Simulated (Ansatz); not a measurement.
# GaAs, response to strain

The parent structure is GaAs in the zinc blende structure (space group F-43m, No. 216; a = 5.603 Å). Axes: x, y, z lie along the cube axes.

Strains are applied to the cell and any free atomic positions relax; under biaxial strain the out-of-plane vector relaxes too.

Level of theory: LDA (Ansatz, an electronic-structure program), no spin-orbit coupling.

| biaxial strain, plane normal [001], relaxed out of plane (%) | out-of-plane strain (%) |
|---|---|
| 0 | 0.00 |
| 0.5 | -0.45 |
| 1 | -0.91 |
| 1.5 | -1.37 |
| 2 | ? |
| 2.5 | -2.30 |

Task: Fit ε⊥ = −νε + γε² (strains in %) to the rows shown and predict the withheld row.

Result: Least squares on the printed values gives ν = 0.90 (the biaxial Poisson response) and γ = -0.007 (largest residual 0.00 %); this predicts -1.83 %, and the run gives -1.83 %, in agreement.

Stability against distortions was not tested.
